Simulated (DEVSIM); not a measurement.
Device: Ti/Al2O3/p-Ge capacitor, at 300 K.

```tsv
layer (left to right)	material	thickness (nm)	Na (cm⁻³)
1	Al2O3	3.20	-
2	Ge	3900	2.3e16
```

Metal gate on the left, work function 4.33 eV. Fixed charge at the semiconductor interface -6.6e11 cm⁻² (in units of +e); no interface traps.

Constants are typed, rounded textbook-type inputs, not results; the design itself was drawn at random and stands for no fabricated device. Values at 300 K.

| parameter | Al2O3 | Ge |
|---|---|---|
| gap (eV) | 6.8 | 0.664 |
| affinity (eV) | 1.35 | 4 |
| permittivity | 9 | 16 |
| Nc (cm⁻³) | - | 1.04e19 |
| Nv (cm⁻³) | - | 6e18 |

DEVSIM, 1D Poisson equation in equilibrium, Boltzmann statistics, complete ionisation; no quantum confinement or tunnelling. Metal contacts follow the ideal Schottky-Mott rule: no Fermi-level pinning, no interface dipoles.

The substrate doping was swept, all else fixed.

```json
[
 {"substrate doping (cm^-3)": "1.2e15", "minimum of the low-frequency capacitance (μF/cm²)": "0.0360", "threshold voltage (band bending 2φF) (V)": "0.14", "flat-band voltage (V)": "-0.07"},
 {"substrate doping (cm^-3)": "2.3e15", "minimum of the low-frequency capacitance (μF/cm²)": "0.0436", "threshold voltage (band bending 2φF) (V)": "0.16", "flat-band voltage (V)": "-0.09"},
 {"substrate doping (cm^-3)": "4.6e15", "minimum of the low-frequency capacitance (μF/cm²)": "[?]", "threshold voltage (band bending 2φF) (V)": "[?]", "flat-band voltage (V)": "-0.11"},
 {"substrate doping (cm^-3)": "1.2e16", "minimum of the low-frequency capacitance (μF/cm²)": "0.0792", "threshold voltage (band bending 2φF) (V)": "0.21", "flat-band voltage (V)": "-0.13"},
 {"substrate doping (cm^-3)": "2.3e16", "minimum of the low-frequency capacitance (μF/cm²)": "0.101", "threshold voltage (band bending 2φF) (V)": "0.24", "flat-band voltage (V)": "-0.15"},
 {"substrate doping (cm^-3)": "4.6e16", "minimum of the low-frequency capacitance (μF/cm²)": "0.133", "threshold voltage (band bending 2φF) (V)": "0.27", "flat-band voltage (V)": "-0.17"}
]
```

Problem. What belongs in the gaps?

Solution. 
- 4.6e15, minimum of the low-frequency capacitance (μF/cm²): 0.0559
- 4.6e15, threshold voltage (band bending 2φF) (V): 0.18
